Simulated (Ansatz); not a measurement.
How far to go with the k-point mesh: SrGaGe (P3m1, 3 atoms in the cell)

```
SrGaGe
1.0
    4.25660     0.00000     0.00000
   -2.12830     3.68633     0.00000
    0.00000     0.00000     4.69756
Sr Ga Ge
1 1 1
Direct
  0.00000   0.00000   0.01064
  0.33333   0.66667   0.50000
  0.66667   0.33333   0.50000
```

Computed with PBEsol, default PAW files made with PBE (plane waves; Ansatz, a quantum-chemistry and plane-wave program).

Base settings: basis.ecutwfc = 420 eV; kpoints.mp_grid.grid = 9 9 7; hamiltonian.xc = pbesol; hamiltonian.pseudopotentials = {kind: paw} (the program's default PAW files); scf.occupations.method = gaussian; scf.occupations.width = 0.1 eV.

The second cell is the first with its lattice scaled by 0.98.

Only quantities that move along the ladder and can be compared are tabulated.

The count of work is k-points × plane waves × bands × iterations; it is no time. Core times come from one kind of shared machine, to one figure; runs under 30 s give none.

The starting cell comes from a database of computed structures (which also holds hypothetical and non-ambient phases and stackings), without a prior relaxation at this level. Its lattice was rescaled by up to half a per cent. One atom was moved a little off its site on purpose. Ansatz's pressure includes its estimate of the finite-basis (Pulay) stress.

| kpoints.mp_grid.grid | free energy less the last step's (meV/atom) | energy of the compressed cell less the first (meV/atom) | pressure (GPa) | largest difference of a force vector from the last step's (eV/Å) | count of work / last | core time / last (rough) |
|---|---|---|---|---|---|---|
| 2 2 1 | 803.76 | 34.02 | 3.55 | 0.106 | 0.0019 | – |
| 2 2 2 | 414.49 | 4.90 | 0.33 | 0.058 | 0.0038 | – |
| 3 3 2 | 178.22 | 17.20 | 0.67 | 0.046 | 0.0051 | – |
| 3 3 3 | 151.95 | 21.48 | 1.94 | 0.037 | 0.0052 | – |
| 4 4 3 | 13.23 | 17.01 | 0.33 | 0.028 | 0.0077 | – |
| 5 5 4 | -5.96 | 12.06 | -0.12 | 0.020 | 0.015 | – |
| 7 7 6 | -5.60 | 10.55 | -0.49 | 0.005 | 0.038 | – |
| 9 9 7 | -1.95 | 8.80 | -0.69 | 0.007 | 0.059 | – |
| 10 10 8 | -0.49 | 8.48 | -0.70 | 0.006 | 0.090 | – |
| 12 12 9 | 0.17 | 7.75 | -0.78 | 0.001 | 0.14 | 0.2 |
| 14 14 11 | 0.20 | 7.59 | -0.75 | 0.000 | 0.21 | 0.4 |
| 17 17 14 | -0.04 | 7.79 | -0.69 | 0.001 | 0.39 | 0.7 |
| 24 24 19 | 0.00 | 7.87 | -0.69 | 0.000 | 1.0 | 1 |

Coarsest kpoints.mp_grid.grid that holds the free energy within 1 meV/atom of the last step, with all finer ones: 10 10 8, at 0.090 of the last step's count of work; the step before is off by 2.0 meV/atom.

Coarsest kpoints.mp_grid.grid that holds the energy of the compressed cell less the first within 2 meV/atom of the last step, with all finer ones: 9 9 7, at 0.059 of the last step's count of work; the step before is off by 2.7 meV/atom.

Coarsest kpoints.mp_grid.grid that holds the forces within 0.01 eV/Å of the last step, with all finer ones: 7 7 6, at 0.038 of the last step's count of work; the step before is off by 0.020 eV/Å.

The energy difference between the two cells stays within 1 meV/atom of the last step's from 9 9 7 on, the total only from 10 10 8 on: much of the error is common to both cells and cancels.

Two neighbours can agree and both be off: 5 5 4 and 7 7 6 differ by 0.35 meV/atom in the free energy, yet lie about 5.6 meV/atom from the last step.

Keys are those of Ansatz 0.2.
